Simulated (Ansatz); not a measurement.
The parent structure is HfO$_{2}$ in the fluorite structure (space group Fm-3m, No. 225).

```yaml
crystal:
  lattice:
    - [0.00000, 2.54906, 2.54906]
    - [2.54906, 0.00000, 2.54906]
    - [2.54906, 2.54906, 0.00000]
  atoms:
    - { symbol: Hf, position: [0.00000, 0.00000, 0.00000] }
    - { symbol: O, position: [0.25000, 0.25000, 0.25000] }
    - { symbol: O, position: [0.75000, 0.75000, 0.75000] }
```

Level of theory: PBE/PAW in Ansatz (a program for electronic structure), without spin-orbit coupling, earlier PAW set.

One change was made to it. Results:

```tsv
quantity	base	after
band gap	3.75 eV	3.90 eV
width of the top valence band	1.82 eV	1.90 eV
```

Q: Name the change that was made.
A) pressure −1 GPa
B) pressure 18 GPa
C) pressure 1.8 GPa
D) pressure 4.2 GPa
E) pressure −2 GPa

A: B, pressure 18 GPa. For comparison, the band gap in the other runs: pressure −1 GPa gives 3.74 eV; pressure 4.2 GPa gives 3.79 eV; pressure 1.8 GPa gives 3.76 eV; pressure −2 GPa gives 3.73 eV.

With Hf present, leaving out spin-orbit coupling can change the band edges. Load acts through the strain it causes; cell and atoms are relaxed under it. Whether these cells are dynamically stable was not tested. No other phases were tried under pressure. This is not the structure that HfO2 has at room temperature and ambient pressure.
